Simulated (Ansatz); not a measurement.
System: N-vacancy pair (N on one host C site, one C site vacant) in 2H silicon carbide (charge state -1). These are PBE, PAW (plane waves to 420 eV; Ansatz, a first-principles code) values and carry that method's errors.

Settings: 72 host sites, the relaxed PBE lattice, the Γ point alone, smearing 0.01 eV, spin-restricted, no image-charge correction. Energies are static. The host's phase is taken as given; its stability against other phases was not computed. The charge state is imposed; whether it is stable for some Fermi level was not computed. Forms of the defect that were not tried may lie lower. The start lies 0.43 eV above the lowest site run (PBE).

Barriers: single points on a 2×2×2 k-point mesh shifted by half a step along c at the bands' geometries (they differ from the bands' own by up to 0.56 eV, and are uncertain by about as much).

Relaxed starting cell (atoms counted from 1):

```xyz
71
Lattice="9.2765 0.0000 0.0000 -4.6383 8.0337 0.0000 0.0000 0.0000 10.1479" Properties=species:S:1:pos:R:3 pbc="T T T"
Si     1.5466     0.9140     2.5049
Si     1.5211     0.8818     7.6277
Si     0.0098     3.5939     2.5377
Si    -0.0110     3.5449     7.6284
Si    -1.4444     6.3231     2.5718
Si    -1.5790     6.2221     7.6332
Si     4.6514     0.8929     2.5203
Si     4.5988     0.8432     7.5629
Si     3.1103     3.5922     2.5383
Si     3.0765     3.5637     7.5912
Si     1.5702     6.2516     2.5292
Si     1.4896     6.2388     7.5586
Si     7.7280     0.8915     2.5265
Si     7.7039     0.8722     7.5967
Si     6.2199     3.5978     2.5546
Si     6.1648     3.5274     7.6327
Si     4.6792     6.2675     2.5497
Si     4.5947     6.2406     7.6254
Si    -0.0070     1.7859     0.0033
Si    -0.0346     1.8014     5.0668
Si    -1.5461     4.4670     0.0099
Si    -1.4357     4.5221     5.1821
Si    -3.0919     7.1460     0.0074
Si    -2.9244     7.2109     5.1656
Si     3.0905     1.7879    -0.0098
Si     3.1087     1.7879     5.0500
Si     1.5494     4.4645    -0.0122
Si     1.5628     4.4684     5.0500
Si     0.0103     7.1476    -0.0437
Si    -0.5489     6.9075     4.9600
Si     6.1724     1.7854    -0.0044
Si     6.1570     1.7466     5.0595
Si     4.6336     4.4600     0.0110
Si     4.6888     4.4773     5.0835
Si     3.0859     7.1325    -0.0076
Si     3.0747     7.1221     5.0595
N      1.4999     0.9815     4.4125
C      1.5382     0.9025     9.5315
C      0.0351     3.5377     4.4464
C      0.0043     3.5615     9.5354
C     -1.5581     6.2477     9.5413
C      4.5754     0.8509     4.3954
C      4.6255     0.9036     9.4896
C      3.1247     3.5721     4.4560
C      3.0919     3.5670     9.5139
C      1.5709     6.1955     4.3884
C      1.5485     6.2389     9.4838
C      7.7334     0.8770     4.4386
C      7.7246     0.8910     9.5169
C      6.2404     3.5919     4.4720
C      6.1728     3.5645     9.5427
C      4.7554     6.2874     4.4704
C      4.6298     6.2411     9.5394
C      0.0009     1.7959     1.9250
C     -0.0142     1.7612     6.9695
C     -1.5211     4.4967     1.9244
C     -1.5658     4.3995     7.0797
C     -3.0617     7.1731     1.9288
C     -3.1503     7.1441     7.0523
C      3.0919     1.7997     1.9154
C      3.0533     1.7680     6.9501
C      1.5621     4.4630     1.8940
C      1.5262     4.4434     6.9706
C      0.0679     7.1774     1.8235
C     -0.0828     7.0989     6.9594
C      6.1971     1.8085     1.9121
C      6.1515     1.7482     6.9745
C      4.6605     4.4773     1.9256
C      4.6335     4.4526     6.9947
C      3.1234     7.1469     1.9067
C      3.0552     7.1262     6.9754
```
Cell charge -1.

End state 1 differs by these moves (Å; atoms that move under 0.08 Å are left out):

```tsv
atom	element	Δx	Δy	Δz
5	Si	-0.10	-0.09	-0.05
6	Si	0.06	0.08	-0.07
7	Si	-0.03	-0.13	0.05
8	Si	0.05	0.09	0.07
15	Si	-0.04	-0.07	0.00
16	Si	0.05	0.08	0.00
22	Si	-0.09	-0.02	-0.12
24	Si	-0.16	-0.09	-0.12
26	Si	0.01	-0.18	0.12
30	Si	0.48	0.82	0.00
32	Si	0.03	-0.09	0.12
37	N	-0.05	-0.10	0.00
42	C	-1.48	-2.56	0.00
44	C	-0.01	-0.12	0.01
50	C	-0.05	-0.08	0.00
52	C	-0.10	-0.07	-0.01
57	C	0.03	0.11	-0.11
59	C	0.05	0.04	-0.10
61	C	0.01	0.06	0.10
64	C	-0.07	-0.12	0.00
65	C	0.08	0.13	0.00
67	C	0.08	0.08	0.11
```

Task: Give the forward and backward barriers to end state 1 at the level PBE, PAW.

Result: forward 2.70 eV, backward 2.70 eV; at the saddle point atom 42 has neighbours Si at 1.81, 2 Si at 1.89 Å. The saddle point's order was not checked, and it lies on a symmetry element of the cell, where a band can be held.
